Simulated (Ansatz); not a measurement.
The parent structure is CdGeAs2 in the chalcopyrite structure (space group I-42d, No. 122; a = 5.942 Å, c = 11.312 Å).

All numbers come from Ansatz (a first-principles code) PBEsol, no SOC.

Base values:

| Quantity | Result |
|---|---|
| Pressure | 0.0 kbar |

It is then changed as follows: the cell is scaled by 0.9775 in all directions, atoms relaxed at fixed cell.

Problem. Predict the new pressure.

Solution. The pressure (mean of the normal stresses, compression positive) goes from zero to 48.6 kbar.

Problem. How does this affect the energy relative to the base?

Solution. The energy increases by 23 meV/atom.

The cells carry an imposed strain or load. Stability against distortions was not tested.
